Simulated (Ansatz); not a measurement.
Start from BP in the zinc blende structure (space group F-43m, No. 216).

```yaml
crystal:
  lattice:
    - [0.00000, 2.26820, 2.26820]
    - [2.26820, 0.00000, 2.26820]
    - [2.26820, 2.26820, 0.00000]
  atoms:
    - { symbol: P, position: [0.75000, 0.75000, 0.75000] }
    - { symbol: B, position: [0.00000, 0.00000, 0.00000] }
```

Calculations: r2SCAN, PAW, 500 eV (Ansatz, a program for electronic structure; no SOC), earlier PAW set.

Before the change:

The band gap is 1.41 eV and the shortest interatomic distance is 196.4 pm.

It is then changed as follows: a hydrostatic pressure of 3 GPa.

Task: What does the calculation give for the band gap and shortest interatomic distance after the change?

Result: The band gap falls by 0.025 eV (1.41 eV → 1.38 eV); the shortest interatomic distance falls by 1.1 pm, from 196.4 pm to 195.3 pm.

Load acts through the strain it causes; cell and atoms are relaxed under it. Gaps are read on the SCF mesh and a high-symmetry path. Whether these cells are dynamically stable was not tested.
